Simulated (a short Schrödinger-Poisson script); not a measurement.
Stack: MOS inversion layer, Al2O3 on p-type Si(110), at 300 K.

From the gate side: 6.6 nm Al2O3; 1200 nm Si, acceptors 1.3e17 cm⁻³.

Constants are typed, rounded textbook-type inputs, not results; the design itself was drawn at random and stands for no fabricated device. Al2O3: permittivity 9, conduction-band edge (eV) 2.7, gap (eV) 6.8, electron mass (mₑ) 0.3. Si: permittivity 11.7, conduction-band edge (eV) 0, gap (eV) 1.124, Nv at 300 K (cm⁻³) 3.1e19.

Channel valleys (confinement mass, in-plane density-of-states mass, number): Δ4 0.315, 0.324, 4; Δ2 0.19, 0.417, 2. At the gate the conduction-band edge of layer 1 lies 3.08 eV − eVg above the Fermi level of the channel; the field vanishes at the back. Gaps are held at their typed values at every temperature. Mesh 0.03 nm at interfaces.

From a short Schrödinger-Poisson script (our own, NumPy): 1D Poisson equation in equilibrium, electrons quantum, Hartree (BenDaniel-Duke, 12 states a valley, the channel's in-plane mass for all, wave functions free to enter the dielectric), parabolic valleys, classical holes, full ionisation, no traps, pinning or gate leakage.

```
Vg (V)  electrons (cm⁻²)  C (μF/cm²)  Δ4 E0 (meV from the Fermi level)  Δ2 E0 (meV from the Fermi level)
------  ----------------  ----------  --------------------------------  --------------------------------
0.4               6.04e9       0.133                             212.0                             223.9
0.5              1.06e11       0.426                             137.5                             150.0
0.6              4.58e11       0.735                              98.8                             112.2
0.7              9.49e11       0.853                              79.2                              93.5
0.8              1.50e12       0.910                              66.6                              81.9
0.9              2.07e12       0.944                              57.4                              73.7
1                2.67e12       0.967                              50.1                              67.3
1.1              3.28e12       0.985                              44.1                              62.1
1.2              3.90e12       0.999                              38.9                              57.8
1.3              4.52e12        1.01                              34.4                              54.0
1.4              5.16e12        1.02                              30.3                              50.7
1.5              5.79e12        1.03                              26.6                              47.7
1.6              6.44e12        1.03                              23.3                              45.0
1.7              7.09e12        1.04                              20.2                              42.6
1.8              7.74e12        1.05                              17.2                              40.3
1.9              8.39e12        1.05                              14.5                              38.2
2                9.05e12        1.06                              11.9                              36.2
```

Gate voltages with under 1e9 electrons/cm² are left out.

Q: At Vg = 2 V the lowest Δ4 subband lies at 11.9 meV from the Fermi level. How many electrons does it hold, and what share of all?

A: The two-dimensional density of states is g m/(πħ²) = 5.41e11 cm⁻² meV⁻¹ (both spins), kT = 25.9 meV, so n = D kT ln(1 + exp(−E/kT)) = 6.84e12 cm⁻², 0.76 of the 9.05e12 cm⁻² in all.

Q: Compare the slope of the sheet density between 1.8 and 2 V with the geometric capacitance of the layers between gate and channel.

A: q Δn/ΔV = 1.05 μF/cm²; ε0/Σ(t/ε) = 1.21 μF/cm². The ratio is 0.87: the channel acts as a further capacitance in series.
